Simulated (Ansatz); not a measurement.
Take SiC in the zinc blende structure (space group F-43m, No. 216; a = 4.3563 Å) as the base.

Structures relaxed with Ansatz (a program for electronic structure), r2SCAN, PAW, cutoff 500 eV, scalar-relativistic without spin-orbit coupling.

Base:

Simulated powder pattern, Cu Kα1, λ = 1.54056 Å (kinematic, ideal powder, no thermal factors, no anomalous dispersion; the 8 strongest lines at most, above 2 %, up to 2θ = 90°):

```json
[
 {"2θ (°)": "35.67", "I/Imax (%)": "100", "hkl": "(111)"},
 {"2θ (°)": "41.42", "I/Imax (%)": "18", "hkl": "(200)"},
 {"2θ (°)": "60.02", "I/Imax (%)": "46", "hkl": "(220)"},
 {"2θ (°)": "71.81", "I/Imax (%)": "35", "hkl": "(311)"},
 {"2θ (°)": "75.54", "I/Imax (%)": "5.0", "hkl": "(222)"}
]
```

After one change:

Simulated powder pattern, Cu Kα1, λ = 1.54056 Å (kinematic, ideal powder, no thermal factors, no anomalous dispersion; the 8 strongest lines at most, above 2 %, up to 2θ = 90°):

```
2θ (°)  I/Imax (%)
------  ----------
35.30          100
40.99           18
59.36           46
70.99           35
74.67          5.0
88.90          7.5
```

**Question.** Which of these changes matches the shifts?
A) isotropic strain +2.00 %
B) isotropic strain +3.00 %
C) isotropic strain +2.50 %
D) isotropic strain +1.00 %

**Answer.** D, isotropic strain +1.00 %. Its volume per atom is 10.65 Å³ against 10.33 Å³, and its space group is F-43m (No. 216).

Whether these cells are dynamically stable was not tested.
